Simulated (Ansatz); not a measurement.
System: SmAl (Pbcm, No. 57; cell taken from a computed entry). Method: r²SCAN (Ansatz, a first-principles code, PAW).

Run with plane-wave cutoff 500 eV, 10×6×10 k mesh (along the axes of the cell as run), Fermi–Dirac smearing 0.1 eV, spin-polarised start, scalar-relativistic PAW data made under PBE.

Computed at the level's own relaxed cell.

Estimate the equilibrium volume per atom that the calculation returns.


equilibrium volume per atom: 26.02 Å³/atom

Note: the magnetic order was assumed, not searched for or taken from measurement; the relaxation could not lower the start's symmetry, so the cell can be a saddle point above a distorted one; the 4f shell is treated without U or exact exchange, so its levels and filling can be wrong.

Spin–orbit coupling is not included.

Computing time: roughly 9 core-hours.
